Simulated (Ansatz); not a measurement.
Data:

```
CELL_PARAMETERS angstrom
      0.00000     2.34269     2.34269
      2.34269     0.00000     2.34269
      2.34269     2.34269     0.00000
ATOMIC_POSITIONS crystal
  P  0.25000 0.25000 0.25000
  B  0.00000 0.00000 0.00000
```

No spin polarisation.

Calculations: DFT with r2SCAN, PAW potentials and a 500 eV plane-wave cutoff in Ansatz (a first-principles code), no SOC. Settings: 12×12×12 k-points, 0.05 eV Fermi–Dirac smearing.

### Question
Predict the pressure and smallest direct gap.

### Answer
The pressure comes out as -13.65 GPa and the smallest direct gap is 3.48 eV.

The cells carry an imposed strain or load. Stability against distortions was not tested. The cell was made from BP in the zinc blende structure (space group F-43m, No. 216) by this change: isotropic strain +3.28 %.
